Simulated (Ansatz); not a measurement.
The reference is Cd$_{2}$SnO$_{4}$ (space group Pbam, No. 55; a = 5.571 Å, b = 9.929 Å, c = 3.199 Å).

Computed with plane-wave PAW DFT at the PBEsol level (Ansatz, a first-principles code, 420 eV), no spin-orbit coupling.

One change was made to it. Results:

| quantity | base | after |
|---|---|---|
| shortest interatomic distance | 2.061 Å | 2.032 Å |
| density | 7.65 g/cm³ | 8.12 g/cm³ |

What was done to the base?
(A) pressure 1.5 GPa
(B) pressure 10 GPa
(C) pressure −2 GPa
(D) pressure 3 GPa

B, pressure 10 GPa. For comparison, the shortest interatomic distance in the other runs: pressure 1.5 GPa gives 2.056 Å; pressure 3 GPa gives 2.051 Å; pressure −2 GPa gives 2.067 Å.

Load acts through the strain it causes; cell and atoms are relaxed under it. Stability against distortions was not tested. No other phases were tried under pressure.
